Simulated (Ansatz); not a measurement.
Sn, element substitutions

Base system: Sn (space group I4_1/amd, No. 141).

```cif
data_Sn4
_chemical_formula_sum 'Sn4'
_space_group_name_H-M_alt 'I41/amd :1'
_space_group_IT_number 141
_space_group_name_Hall 'I 4bw 2bw -1bw'
_cell_length_a 5.88785
_cell_length_b 5.88785
_cell_length_c 3.18452
_cell_angle_alpha 90.000
_cell_angle_beta 90.000
_cell_angle_gamma 90.000
loop_
_atom_site_label
_atom_site_type_symbol
_atom_site_symmetry_multiplicity
_atom_site_Wyckoff_symbol
_atom_site_fract_x
_atom_site_fract_y
_atom_site_fract_z
_atom_site_occupancy
Sn1 Sn 4 a 0.00000 0.00000 0.00000 1
```
(The calculation used a cell of 2 atoms; values per cell refer to that cell.)

Each row replaces one element on all its sites; cell and atoms are relaxed.

Level of theory: r2SCAN, PAW, 500 eV (Ansatz, an electronic-structure program; without spin-orbit coupling), earlier PAW set.

```csv
case,volume per atom,space group
base,27.60 Å³,I4_1/amd (No. 141)
Sn → Ni,11.57 Å³,I4_1/amd (No. 141)
Sn → C,5.64 Å³,Fd-3m (No. 227)
Sn → Cd,24.56 Å³,I4_1/amd (No. 141)
Sn → H,3.35 Å³,Fd-3m (No. 227)
```

Other magnetic orders, which the real material may have, were not ruled out. Whether these cells are dynamically stable was not tested. As relaxed here, Ni, Cd and H are hypothetical phases, not in the database extracts checked.
